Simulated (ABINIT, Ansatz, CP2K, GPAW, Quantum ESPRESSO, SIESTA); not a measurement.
One structure in several programs: Os (P6_3/mmc, 4 atoms in the cell)

Self-consistent single point.

```
Os
1.0
    2.74343     0.00000     0.00000
   -1.37171     2.37588     0.00000
    0.00000     0.00000     8.82699
Os
4
Direct
  0.00000   0.00000   0.00000
  0.00000   0.00000   0.50000
  0.33333   0.66667   0.25000
  0.66667   0.33333   0.75000
```

All programs got the same cell, k-point mesh and kind of occupations (in Ansatz's words: kpoints.mp_grid.grid = 9 9 3; scf.occupations.method = gaussian; scf.occupations.width = 0.0073 Ry); potentials, basis and cutoffs are each program's usual ones.

```
code                                                                                                                                model  pressure (GPa)  k-points       cutoff
----------------  -----------------------------------------------------------------------------------------------------------------------  --------------  --------  -----------
Quantum ESPRESSO                                                                        PBE, SSSP 1.1.2 efficiency (PBE) pseudopotentials           -1.81        24        40 Ry
Ansatz                                                                                                                     PBE, PAW files           -1.60        24      30.9 Ry
GPAW                                                                                         PBE, GPAW PAW datasets PBE (gpaw-data 1.0.1)           -3.59        24       600 eV
SIESTA            GGA PBE, numerical atomic orbitals DZP, PseudoDojo PBE standard norm-conserving potentials (rewritten from UPF to PSML)           -5.87       122  grid 300 Ry
CP2K                                                              PBE, GPW, DZVP-MOLOPT-SR-GTH basis, GTH-PBE potentials (GTH_POTENTIALS)           -5.69       122  grid 500 Ry
ABINIT                                                                                                        PBE, PAW (JTH v2.0 PBE PAW)           -1.51        24        40 Ry
```

The spread over the programs that give each value: pressure within 4.36 GPa.

The starting cell was generated: these elements placed on a structure prototype, without a prior relaxation; it need not be a known phase or ordering of this composition. Its lattice was rescaled by a random factor within 2.5 % of one. On Ansatz's run: Spin-orbit coupling is off. Spin polarisation is off.

**Question.** Why do the programs differ, and what cannot be compared?

**Answer.** Differences of this kind can come from the potentials, where these differ, and from what each basis and cutoff leave unconverged. The valence holds different numbers of electrons (Quantum ESPRESSO 64, Ansatz (a first-principles code) 64, GPAW 56, SIESTA 64, CP2K 64, ABINIT 32). The zero of total energies and Fermi levels follows the potentials and each program's conventions, so they are not compared here. SIESTA and CP2K use small atom-centred bases, whose incompleteness enters pressures, forces and empty levels differently from a plane-wave cutoff. Ansatz's pressure is given at a fixed set of plane waves, as the other plane-wave codes print theirs; with its correction for the finite basis it is -1.48 GPa. Ansatz's smearing width was typed in Ry to four decimals, so it matches the others to a few per cent. The programs reduce the same mesh by symmetry to different extents, which changes the work and not the result. In the pressure, GPAW (by 1.88), SIESTA (by 4.17) and CP2K (by 3.99) lie more than 1 GPa from the median of the plane-wave programs.

Left out of this page: Elk and FLEUR (not drawn, or without a comparable value).

Keys are those of Ansatz 0.2.
